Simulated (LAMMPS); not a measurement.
MD of CdSe (zinc blende) at zero pressure, 216 atoms, as a crystal; each row is its own run.

Computed with classical MD, pair style bop, file CdTeSe.bop.table (LAMMPS).

| T (K) | volume (Å³/atom) |
|---|---|
| 200 | 27.810 |
| 680 | 28.197 |
| 900 | 28.356 |
| 1120 | 28.533 |
| 1350 | 28.832 |
| 1580 | 28.976 |

Problem. Fit a straight line, y = a + b x, to these rows (x is the first column, y the second) and predict the run at x = 300.

Solution. Least squares gives a = 27.614 and b = 0.0008610. At x = 300 the fit predicts 27.872 Å³/atom. The run itself gave 27.8931 ± 0.0009 Å³/atom, so the fit is 0.075 % low.

Caution: in nature this polymorph isn't the stable one over the whole range of temperature at this pressure, and short runs keep a crystal in its starting form.

Caution (rows 680; 900; 1120; 1350; 1580): a run this short can hold a crystal over, or a liquid under, the potential's own melting point, which these runs don't give.
